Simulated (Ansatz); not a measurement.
The starting structures come from a database of crystals and need not be the phases stable at ambient conditions.

Consider the following.

```xyz
16
Lattice="5.7946 0.0000 0.0000 2.8973 11.1791 0.0000 2.8973 0.0000 6.5065" Properties=species:S:1:pos:R:3 pbc="T T T"
K      4.3460     9.6257     3.2533
K      4.3460     1.5535     3.2533
K      2.8973     7.1430     0.0000
K      5.7946     4.0361     0.0000
V      0.0000     0.0000     0.0000
V      4.3460     5.5896     3.2533
Ag     2.8973     0.0000     0.0000
Ag     7.2433     5.5896     3.2533
S      6.9742     9.9027     5.2009
S      7.5125     9.9027     1.3056
S      1.1795     1.2764     1.3056
S      7.5125     1.2764     5.2009
S      8.9611     6.8660     4.5589
S      5.5255     6.8660     1.9477
S      3.1665     4.3131     1.9477
S      5.5255     4.3131     4.5589
```

Space group of this cell: Fddd. The cell is taken as given.

Transport runs along the normal of the first two printed cell vectors.

The gap is the functional's own, uncorrected, and κ follows it; spin-orbit coupling is left out. Mid-gap values are interpolated between the computed energies.

### Question
Compute, with r2SCAN in Ansatz (an electronic-structure program), the band gap and the smallest decay constant κ at mid-gap.

### Answer
Gap 1.55 eV on a 6×6×6 mesh; κ = 0.371 1/Å, at (0.500, 0.250) of the in-plane reciprocal vectors. At the zone centre, at the nearest computed energy, the slowest state has κ = 0.41 1/Å.
